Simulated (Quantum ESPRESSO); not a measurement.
Quantum ESPRESSO run on BaRh₂ (Fd-3m, 6 atoms in the cell): self-consistent single point.

Method of the run: PBEsol, GBRV 1.5 ultrasoft (PBESOL) pseudopotentials (plane waves; Quantum ESPRESSO).

The change in words: lattice scaled by 0.98. Reference geometry:
```
BaRh2
1.0
    0.00000     3.95741     3.95741
    3.95741     0.00000     3.95741
    3.95741     3.95741     0.00000
Ba Rh
2 4
Direct
  0.50000   0.50000   0.50000
  0.75000   0.75000   0.75000
  0.12500   0.12500   0.62500
  0.12500   0.62500   0.12500
  0.12500   0.12500   0.12500
  0.62500   0.12500   0.12500
```
Moments meant for the start (each program seeds them in its own way; μB, in the order of the atoms Ba Ba Rh Rh Rh Rh): 0.0 0.0 1.0 1.0 1.0 1.0.

Reference input (self-consistent single point, DFT, PBEsol, plane waves, GBRV 1.5 ultrasoft (PBESOL) pseudopotentials): ecutwfc = 40 Ry; ecutrho = 320 Ry; occupations = smearing; smearing = fermi-dirac; degauss = 0.0099958 Ry; nspin = 2; potentials = {Ba: ba_pbesol_v1.uspp.F.UPF, Rh: rh_pbesol_v1.4.uspp.F.UPF}; K_POINTS = automatic 5 5 5 0 0 0; conv_thr = 1e-10 Ry; mixing_beta = 0.4. This run's input differs from it in these lines:

```diff
@@ -27,8 +27,8 @@
 ATOMIC_POSITIONS angstrom
-Ba    3.957405000    3.957405000    3.957405000
-Ba    5.936107500    5.936107500    5.936107500
-Rh    2.968053750    2.968053750    0.989351250
-Rh    2.968053750    0.989351250    2.968053750
-Rh    0.989351250    0.989351250    0.989351250
-Rh    0.989351250    2.968053750    2.968053750
+Ba    3.878257000    3.878257000    3.878257000
+Ba    5.817385500    5.817385500    5.817385500
+Rh    2.908692750    2.908692750    0.969564250
+Rh    2.908692750    0.969564250    2.908692750
+Rh    0.969564250    0.969564250    0.969564250
+Rh    0.969564250    2.908692750    2.908692750
 K_POINTS automatic
@@ -36,5 +36,5 @@
 CELL_PARAMETERS bohr
-   0.000000000     7.478411614     7.478411614
-   7.478411614     0.000000000     7.478411614
-   7.478411614     7.478411614     0.000000000
+   0.000000000     7.328843571     7.328843571
+   7.328843571     0.000000000     7.328843571
+   7.328843571     7.328843571     0.000000000
```

Output, abridged:

```
     Self-consistent Calculation

     iteration #  1     ecut=    40.00 Ry     beta= 0.40

     negative rho (up, down):  2.088E-01 2.020E-01

     total energy              =    -823.57834316 Ry
     estimated scf accuracy    <       3.86545465 Ry

     total magnetization       =     1.84 Bohr mag/cell
     absolute magnetization    =     2.13 Bohr mag/cell

     iteration #  2     ecut=    40.00 Ry     beta= 0.40

     negative rho (up, down):  2.041E-01 1.995E-01

     total energy              =    -824.62392216 Ry
     estimated scf accuracy    <       3.21099761 Ry

     total magnetization       =     1.22 Bohr mag/cell
   [... lines left out ...]

     total magnetization       =    -0.00 Bohr mag/cell
     absolute magnetization    =     0.00 Bohr mag/cell

     iteration # 16     ecut=    40.00 Ry     beta= 0.40

     negative rho (up, down):  1.969E-01 1.969E-01

     Magnetic moment per site  (integrated on atomic sphere of radius R)
     atom   1 (R=0.242)  charge=  7.8579  magn=  0.0000
     atom   2 (R=0.242)  charge=  7.8579  magn=  0.0000
     atom   3 (R=0.206)  charge= 13.3448  magn= -0.0000
     atom   4 (R=0.206)  charge= 13.3448  magn= -0.0000
     atom   5 (R=0.206)  charge= 13.3448  magn= -0.0000
     atom   6 (R=0.206)  charge= 13.3448  magn= -0.0000
     End of self-consistent calculation

     the Fermi energy is    16.0710 ev

!    total energy              =    -825.03508141 Ry
     estimated scf accuracy    <          3.3E-12 Ry
     smearing contrib. (-TS)   =      -0.03031610 Ry
     internal energy E=F+TS    =    -825.00476531 Ry

     total magnetization       =    -0.00 Bohr mag/cell
     absolute magnetization    =     0.00 Bohr mag/cell

     convergence has been achieved in  16 iterations

     negative rho (up, down):  1.969E-01 1.969E-01

     Forces acting on atoms (cartesian axes, Ry/au):

     atom    1 type  1   force =     0.00000000   -0.00000000   -0.00000000
   [... zero for the other atoms too ...]

     Total force =     0.000000     Total SCF correction =     0.000000

     negative rho (up, down):  1.969E-01 1.969E-01
          total   stress  (Ry/bohr**3)                   (kbar)     P=        4.00
   0.00002722  -0.00000000   0.00000000            4.00       -0.00        0.00
  -0.00000000   0.00002722   0.00000000           -0.00        4.00        0.00
   0.00000000   0.00000000   0.00002722            0.00        0.00        4.00

   JOB DONE.
```

The run converged in 16 iterations. Against the reference run the free energy drops by 13.8 meV/atom and the pressure goes from -5.83 to 0.40 GPa.

The starting cell comes from a database of computed structures (which also holds hypothetical and non-ambient phases and stackings), without a prior relaxation at this level. For this run, on top of that: lattice scaled by 0.98. The starting moments vanished: the run ended non-magnetic.

Cost on one core of a shared machine: roughly 4 min.
